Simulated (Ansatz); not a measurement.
The starting structures come from a database of crystals and need not be the phases stable at ambient conditions.

The decay constant κ of evanescent states in the gap governs leakage through a thin film.

```
CELL_PARAMETERS angstrom
      4.74673     0.00000     0.00000
     -1.01272    14.22473     0.00000
     -0.06506    -5.43123     7.56786
ATOMIC_POSITIONS crystal
  Cs 0.04439 0.09602 0.76929
  Cs 0.95561 0.90398 0.23071
  Cs 0.10693 0.38757 0.69557
  Cs 0.89307 0.61243 0.30443
  S  0.53571 0.14822 0.49575
  S  0.46429 0.85178 0.50425
  S  0.57726 0.32956 0.94141
  S  0.42274 0.67044 0.05859
  S  0.51425 0.10331 0.24345
  S  0.48575 0.89669 0.75655
  S  0.79759 0.21004 0.22366
  S  0.20241 0.78996 0.77634
  S  0.64276 0.37084 0.33522
  S  0.35724 0.62916 0.66478
  S  0.36880 0.36372 0.15432
  S  0.63120 0.63628 0.84568
```

Space group of this cell: P-1. The cell is taken as given.

Transport runs along the normal of the first two printed cell vectors.

The gap is the functional's own, uncorrected, and κ follows it; spin-orbit coupling is left out. Mid-gap values are interpolated between the computed energies.

Problem. State the band gap and the smallest decay constant κ at mid-gap according to Ansatz (a first-principles code) with r2SCAN.

Solution. Gap 1.89 eV on a 6×4×4 mesh; κ = 0.255 1/Å, at (0.500, 0.000) of the in-plane reciprocal vectors. At the zone centre, at the nearest computed energy, the slowest state has κ = 0.28 1/Å.
